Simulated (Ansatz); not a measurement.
By PBEsol, the system below comes out a metal.

Given:

```
VN
1.0
    2.91677     0.00000     0.00000
   -1.45838     2.52599     0.00000
    1.45838     0.84200     2.38153
V N
1 1
Cartesian
  0.00000   0.00000   0.00000
  2.91677   1.68400   1.19076
```

Space group of this cell: Fm-3m, rock salt. The cell is taken as given; by PBEsol its mean pressure is -12.0 GPa.

The current flows along the normal of the first two printed cell vectors, the (111) plane of the conventional cell. No spin-orbit coupling; the value is a mean over 0.1 eV about the Fermi level.

Problem. Predict the ballistic conductance per area from PBEsol run with Ansatz (an electronic-structure program).

Solution. 1.9 × 10¹⁵ S/m² for both spins.
